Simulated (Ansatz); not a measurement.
We consider white tin (β-Sn), described by PBEsol (PAW; Ansatz, a program for electronic structure).

Run with plane-wave cutoff 520 eV, 20×20×20 k mesh, Fermi–Dirac smearing 0.05 eV, scalar-relativistic PAW data made under PBE.

Shape and atoms are relaxed at each volume.

Pressure at four volumes; x = ln(V/26.883 Å³). One pressure is withheld.

```tsv
V (Å³/atom)	x	P (GPa)
25.807	-0.0408	?
26.345	-0.0202	1.19
26.883	0.0000	0.00
27.958	0.0392	-2.00
```

**Question.** Pass a parabola P(x) through the three rows shown, estimate the bulk modulus and its pressure derivative near zero pressure, and predict the withheld pressure.

**Answer.** Slopes between the rows: (0.00 − (1.19))/(0.0000 − (-0.0202)) = -58.91 and (-2.00 − (0.00))/(0.0392 − (0.0000)) = -51.02 GPa. Their difference over the span 0.0594 is c = 7.89/0.0594 = 132.8 GPa, so P(x) = 1.19 + (-58.91)(x − (-0.0202)) + 132.8 (x − (-0.0202))(x − (0.0000)). At the middle row B = −dP/dx = −[-58.91 + 132.8 × 0.0202] = 56.2 GPa, and B′ = dB/dP = 2c/B = 4.7. At x = -0.0408 the parabola gives 2.52 GPa; the run gives 2.53 GPa. The Birch–Murnaghan fit to the energies at all volumes has B0 = 56.2 GPa and B′ = 4.8.

Measured, for comparison: bulk modulus 57.0 GPa (temperature not stated, not corrected to a static lattice; as tabulated in Chen et al. (2023), arXiv:2209.05059). Computed less measured: bulk modulus -1.4 %.

Spin–orbit coupling is not included.
